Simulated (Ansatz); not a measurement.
The reference is SnO in the litharge type structure (space group P4/nmm, No. 129; a = 3.793 Å, c = 4.764 Å; layered, stacked along the Cartesian z axis).

The values are results of r2SCAN+rVV10 (Ansatz, an electronic-structure program; PAW; 500 eV plane waves; no spin-orbit coupling), not measurements.

Free-standing slabs (4 atom(s) a layer) normal to the stacking axis with 15 Å of vacuum; in-plane cell relaxed.

One change was made to it. Results:

| quantity | base | after |
|---|---|---|
| in-plane lattice parameter a | 3.793 Å | 3.784 Å |
| excess energy per area of both faces (slab less bulk energy over the cell's area: twice a surface energy) (uncertain by up to 0.2 J/m²) | – | 0.5 J/m² |
| shortest interatomic distance | 2.216 Å | 2.214 Å |

Problem. What was done to the base?
A) 1 layer
B) 4 layers
C) 2 layers

Solution. B, 4 layers. For comparison, the in-plane lattice parameter a in the other runs: 1 layer gives 3.755 Å; 2 layers gives 3.774 Å.

The excess energy carries the mismatch between the slab's and the bulk's meshes. Whether these cells are dynamically stable was not tested. The final runs are not spin-polarised.
